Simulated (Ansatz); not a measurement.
## Short convergence ladders for a (100) slab of Ba2H3I (cut from a parent of space group no. 164; 12 atoms in the cell)

```
CELL_PARAMETERS angstrom
      4.51372     0.00000     0.00000
      0.00000     8.07895     0.00000
      0.00000     0.00000    20.51500
ATOMIC_POSITIONS crystal
  Ba 0.25000 0.68472 0.34121
  Ba 0.25000 0.31528 0.46824
  H  0.25000 0.35610 0.34121
  H  0.25000 0.64390 0.46824
  H  0.75000 0.50000 0.40473
  I  0.75000 0.00000 0.40473
  Ba 0.75000 0.68472 0.53176
  Ba 0.75000 0.31528 0.65879
  H  0.75000 0.35610 0.53176
  H  0.75000 0.64390 0.65879
  H  0.25000 0.50000 0.59527
  I  0.25000 0.00000 0.59527
```

Base method: LDA (PW92), default PAW files made with PBE (plane waves; Ansatz, a program for electronic structure).

Base settings: basis.ecutwfc = 420 eV; kpoints.mp_grid.grid = 5 3 1; hamiltonian.xc = lda; hamiltonian.pseudopotentials = {kind: paw} (the program's default PAW files); scf.occupations.method = fermi_dirac; scf.occupations.width = 0.05 eV.

The count of work is k-points × plane waves × bands × iterations; it is no time. 

**The vacuum**

The mesh stays at the base's, so the ladder's end is converged at best in this setting alone.

Only quantities that move along the ladder and can be compared are tabulated.

| vacuum between outermost atoms (Å) | free energy less the last step's (meV/atom) | largest difference of a force vector from the last step's (eV/Å) | gap on the mesh (eV) | count of work / last |
|---|---|---|---|---|
| 3.0 | -138.03 | 1.178 | 1.890 | 0.23 |
| 4.0 | -61.94 | 0.594 | 1.446 | 0.29 |
| 5.0 | -26.51 | 0.270 | 1.184 | 0.32 |
| 6.0 | -11.35 | 0.116 | 1.082 | 0.30 |
| 7.0 | -4.96 | 0.049 | 1.071 | 0.32 |
| 8.0 | -2.22 | 0.021 | 1.103 | 0.35 |
| 10.0 | -0.45 | 0.004 | 1.146 | 0.40 |
| 12.0 | -0.09 | 0.001 | 1.159 | 0.44 |
| 14.0 | -0.02 | 0.000 | 1.161 | 0.49 |
| 17.0 | -0.01 | 0.000 | 1.161 | 0.56 |
| 20.0 | 0.00 | 0.000 | 1.161 | 0.73 |
| 25.0 | -0.01 | 0.000 | 1.161 | 0.86 |
| 30.0 | 0.00 | 0.000 | 1.161 | 1.0 |

Smallest vacuum between outermost atoms (Å) that holds the forces within 0.01 eV/Å of the last step, with all finer ones: 10.0, at 0.40 of the last step's count of work; the step before is off by 0.021 eV/Å.

Smallest vacuum between outermost atoms (Å) that holds the gap on the mesh within 0.02 eV of the last step, with all finer ones: 10.0, at 0.40 of the last step's count of work; the step before is off by 0.058 eV.

Smallest vacuum between outermost atoms (Å) that holds the free energy within 2 meV/atom of the last step, with all finer ones: 10.0, at 0.40 of the last step's count of work; the step before is off by 2.2 meV/atom.

**The plane-wave cutoff**

The mesh stays at the base's, so the ladder's end is converged at best in this setting alone.

Only quantities that move along the ladder and can be compared are tabulated.

```csv
basis.ecutwfc,free energy less the last step's (meV/atom),largest difference of a force vector from the last step's (eV/Å),count of work / last
210 eV,1125.05,0.087,0.14
250 eV,212.72,0.022,0.19
295 eV,31.05,0.004,0.21
355 eV,3.95,0.001,0.27
420 eV,0.98,0.000,0.35
505 eV,0.12,0.000,0.47
630 eV,0.03,0.000,0.65
840 eV,0.00,0.000,1.0
```

Coarsest basis.ecutwfc that holds the forces within 0.005 eV/Å of the last step, with all finer ones: 295 eV, at 0.21 of the last step's count of work; the step before is off by 0.022 eV/Å.

Coarsest basis.ecutwfc that holds the free energy within 5 meV/atom of the last step, with all finer ones: 355 eV, at 0.27 of the last step's count of work; the step before is off by 31 meV/atom.

**The depth of the relaxed slab**

On the (100) slab of Ba2H3I (cut from a parent of space group no. 164; 6 atoms in the cell), and deeper slabs.

In this ladder: relax = atoms; relax.f_tol = 0.02 eV/Å.

The mesh stays at the base's, so the ladder's end is converged at best in this setting alone.

Only quantities that move along the ladder and can be compared are tabulated.

| atoms | gap on the mesh (eV) | relaxation steps |
|---|---|---|
| 6 | 2.298 | 11 |
| 18 | 2.343 | 9 |
| 24 | 2.178 | 10 |

Smallest size that holds the gap on the mesh within 0.1 eV: not settled: the last two steps still differ by 0.17 eV, over half the tolerance, so the ladder does not show it.

On the base run: the starting cell comes from a database of computed structures (which also holds hypothetical and non-ambient phases and stackings), without a prior relaxation at this level. The slab is cut from that crystal, and its faces are unrelaxed. Its lattice was rescaled by up to half a per cent. Spin-orbit coupling is off. Spin polarisation is off, though cut faces can carry moments; a gap of a slab can lie between surface states. In the base run, forces exceed 1 eV/Å.

Left out of this page: 1 run of the series outside the window shown, repeating another row's setting, or not comparable.

Keys are those of Ansatz 0.2.
